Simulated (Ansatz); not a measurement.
White tin (β-Sn) was calculated with PBEsol-D3(BJ) (plane waves, PAW; Ansatz, an electronic-structure program).

The input as run:

Ansatz 0.2 input:
```yaml
crystal:
  lattice:
    - [-2.877953116, 2.877953116, 1.5551593722]
    - [2.877953116, -2.877953116, 1.5551593722]
    - [2.877953116, 2.877953116, -1.5551593722]
  atoms:
    - { symbol: Sn, position: [0.25, 0.75, 0.5] }
    - { symbol: Sn, position: [0.0, 0.0, 0.0] }
basis:
  ecutwfc: 520
  ecutrho_ratio: 4
  xc_grid: 2
kpoints:
  mp_grid: { grid: [20, 20, 20] }
hamiltonian:
  xc: pbesol
  dispersion: d3bj
  pseudopotentials: { kind: paw }
scf:
  occupations: { method: fermi_dirac, width: 0.05 }
  convergence: { dr2_threshold: 0.0000000002 }
output:
  forces: true
  stress: true
  eigenvalues: true
```

The run printed, among other lines:

```
Crystal: 2 atoms, lattice volume = 51.523 Å³
Basis set: ecut = 520 eV, 1373 PW (Γ), exchange–correlation on 72×72×72 points (8 copies of the dense FFT grid, shifted against one another)
Bands: 18, of which v1, the nominal top of the filled ones, is band 14 counted from 1 (13 counted from 0)
Symmetry: 16 space group operations
Space group: I41/amd (ITA 141), of the structure as read, at distance tolerance 3.7e-5 Å
k-points: 641 of 8000
Functional: x = pbesol(κ = 0.804, μ = 0.12345679012345678), c = pbesol(β = 0.046)
SCF iter   1: F=—  HF=-11900.375488 eV  |F-HF|=—  |Δ(HF+E_count)|=         —  Δρ=2.75e-3  dr2=2.49e-3
SCF iter   2: F=—  HF=-11900.372498 eV  |F-HF|=—  |Δ(HF+E_count)|=   2.99e-3  Δρ=1.66e-3  dr2=9.55e-4
  ...
SCF iter   8: F=—  HF=-11900.372100 eV  |F-HF|=—  |Δ(HF+E_count)|=   4.21e-8  Δρ=2.92e-6  dr2=2.53e-9
SCF iter   9: F=-11900.372100 eV  HF=-11900.372100 eV  |F-HF|=1.46e-11  |Δ(HF+E_count)|=   1.56e-9  Δρ=1.46e-7  dr2=1.44e-11
SCF 1 converged in 9 iterations: F = -11900.372100 eV  dr2 = 1.44e-11
SCF converged after 9 iterations
Free energy (F): -11900.372100 eV
Internal energy: -11900.365004 eV  (E = F + TS)
E sigma→0 (E₀):  -11900.368552 eV
Fermi energy:    11.370496 eV
--- Forces (eV/Å), atoms counted from 1 ---
  atom   1  Sn     0.00000000     0.00000000     0.00000000
  atom   2  Sn     0.00000000     0.00000000     0.00000000
--- Stress (GPa, compression-positive) ---
        0.008773       0.000000      -0.000000
        0.000000       0.008773       0.000000
       -0.000000      -0.000000      -0.017287
  P = ⅓ Tr σ = 0.0001 GPa (0.001 kbar)
```

The PAW data were made under PBE.

Computing time: very roughly 60 core-seconds.
